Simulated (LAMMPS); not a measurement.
System: a melt made from Ni (fcc), 256 atoms, at 1900 K and 0 GPa, brought to that temperature within a few picoseconds.

Level of theory: MD with a machine-learned potential, pair style snap, file Ni_Zuo_JPCA2020.quadratic.snap; code LAMMPS.

```
angle (°)  probability per degree, Ni-Ni-Ni
---------  --------------------------------
34.50                                0.0000
37.50                                0.0005
40.50                                0.0022
43.50                                0.0055
46.50                                0.0091
49.50                                0.0117
52.50                                0.0134
55.50                                0.0143
58.50                                0.0137
61.50                                0.0120
64.50                                0.0104
67.50                                0.0089
70.50                                0.0077
73.50                                0.0069
76.50                                0.0065
79.50                                0.0064
82.50                                0.0065
85.50                                0.0070
88.50                                0.0076
91.50                                0.0082
94.50                                0.0089
97.50                                0.0094
100.5                                0.0100
103.5                                0.0103
106.5                                0.0104
109.5                                0.0103
112.5                                0.0098
115.5                                0.0092
118.5                                0.0089
121.5                                0.0082
124.5                                0.0079
127.5                                0.0072
130.5                                0.0067
133.5                                0.0064
136.5                                0.0057
139.5                                0.0055
142.5                                0.0053
145.5                                0.0050
148.5                                0.0046
151.5                                0.0043
154.5                                0.0040
157.5                                0.0036
160.5                                0.0032
163.5                                0.0029
166.5                                0.0024
169.5                                0.0018
172.5                                0.0013
175.5                                0.0008
178.5                                0.0003
```

The data show:
- state found: liquid
- most common Ni-Ni-Ni angle: in the 3° bin centred on 55.5° (mean of all 96°)
